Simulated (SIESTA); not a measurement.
Worked example: self-consistent single point of Ni3Si (Pm-3m, 4 atoms in the cell) in SIESTA.

Level of theory: GGA PBE, numerical atomic orbitals TZP, PseudoDojo PBE standard norm-conserving potentials (rewritten from UPF to PSML) in SIESTA.

The change in words: lattice scaled by 0.98. Reference geometry:
```xyz
4
Lattice="3.5181 0.0000 0.0000 0.0000 3.5181 0.0000 0.0000 0.0000 3.5181" Properties=species:S:1:pos:R:3 pbc="T T T"
Si     0.0000     0.0000     0.0000
Ni     0.0000     1.7590     1.7590
Ni     1.7590     0.0000     1.7590
Ni     1.7590     1.7590     0.0000
```

Reference input (self-consistent single point, DFT, GGA PBE, numerical atomic orbitals TZP, PseudoDojo PBE standard norm-conserving potentials (rewritten from UPF to PSML)): XC.functional = GGA; XC.authors = PBE; potentials = PseudoDojo PBE standard; PAO.BasisSize = TZP; PAO.EnergyShift = 0.01 Ry; MeshCutoff = 400 Ry; kgrid.MonkhorstPack = 9 9 9; OccupationFunction = FD; ElectronicTemperature = 50 meV; MaxSCFIterations = 150; SCF.Mixer.Method = Pulay; SCF.Mixer.Weight = 0.25. This run's input differs from it in these lines:

```diff
@@ -12,5 +12,5 @@
 %block LatticeVectors
-     6.648194456    0.000000000    0.000000000
-     0.000000000    6.648194456    0.000000000
-     0.000000000    0.000000000    6.648194456
+     6.515231437    0.000000000    0.000000000
+     0.000000000    6.515231437    0.000000000
+     0.000000000    0.000000000    6.515231437
 %endblock LatticeVectors
@@ -19,5 +19,5 @@
      0.000000000    0.000000000    0.000000000  1
-     0.000000000    3.324097228    3.324097228  2
-     3.324097228    0.000000000    3.324097228  2
-     3.324097228    3.324097228    0.000000000  2
+     0.000000000    3.257615718    3.257615718  2
+     3.257615718    0.000000000    3.257615718  2
+     3.257615718    3.257615718    0.000000000  2
 %endblock AtomicCoordinatesAndAtomicSpecies
```

Log, with long lists cut:

```
        iscf     Eharris(eV)        E_KS(eV)     FreeEng(eV)     dDmax    Ef(eV) dHmax(eV)
   scf:    1   -13737.521121   -13790.641987   -13790.672049  1.588631 -1.126473 17.902446
   scf:    2   -13809.254091   -13810.323532   -13810.336155  0.520227 -4.289104  2.076947
   scf:    3   -13811.056833   -13810.886119   -13810.901476  0.047336 -3.916688  0.660344
   scf:    4   -13810.984974   -13810.950992   -13810.967257  0.072078 -4.006320  0.056624
   scf:    5   -13810.951942   -13810.951724   -13810.967887  0.010134 -3.993238  0.086881
   scf:    6   -13810.952557   -13810.952202   -13810.968366  0.006431 -4.002454  0.005307
   scf:    7   -13810.952201   -13810.952202   -13810.968368  0.000437 -4.003232  0.006254
   scf:    8   -13810.952202   -13810.952202   -13810.968369  0.000145 -4.003500  0.001145
   scf:    9   -13810.952202   -13810.952202   -13810.968369  0.000125 -4.003744  0.001204
   scf:   10   -13810.952205   -13810.952204   -13810.968369  0.000073 -4.004056  0.000321
SCF Convergence by DM+H criterion
max |DM_out - DM_in|         :     0.0000731649
max |H_out - H_in|      (eV) :     0.0003208396
SCF cycle converged after 10 iterations

Using DM_out to compute the final energy and forces

siesta: E_KS(eV) =           -13810.9522

siesta: E_KS - E_eggbox =    -13810.9522

siesta: Atomic forces (eV/Ang):
     1    0.000000    0.000000    0.000000
     2   -0.000000   -0.000000   -0.000000
     3   -0.000000   -0.000000   -0.000000
     4   -0.000000   -0.000000   -0.000000
   Tot   -0.000001   -0.000001   -0.000001
   Max    0.000000
   Res    0.000000    sqrt( Sum f_i^2 / 3N )
   Max    0.000000    constrained

Stress tensor Voigt[x,y,z,yz,xz,xy] (kbar):      -92.82      -92.82      -92.82       -0.00       -0.00       -0.00
(Free)E + p*V (eV/cell)   -13808.5940
   [... lines left out ...]
siesta: FreeEng =    -13810.968369
   [... lines left out ...]
siesta:    -0.057937   -0.000000   -0.000000
siesta:    -0.000000   -0.057937   -0.000000
siesta:    -0.000000   -0.000000   -0.057937

siesta: Cell volume =         40.981980 Ang**3

siesta: Pressure (static):
siesta:                Solid            Molecule  Units
siesta:           0.00063101          0.00063101  Ry/Bohr**3
siesta:           0.05793670          0.05793671  eV/Ang**3
siesta:          92.82483055         92.82484036  kBar
```

The run converged in 10 iterations. Against the reference run the free energy goes up by 8.3 meV/atom and the pressure goes from -4.91 to 9.28 GPa.

The starting cell has typed, rounded lattice constants, without a prior relaxation at this level. Its lattice was rescaled by a random factor within 2.5 % of one. For this run, on top of that: lattice scaled by 0.98. Spin polarisation is off. Values carry the incompleteness of an atom-centred basis. With a pressure of about 9 GPa the cell is away from its equilibrium volume at this level.

Cost on one core of a shared machine: roughly 80 s.
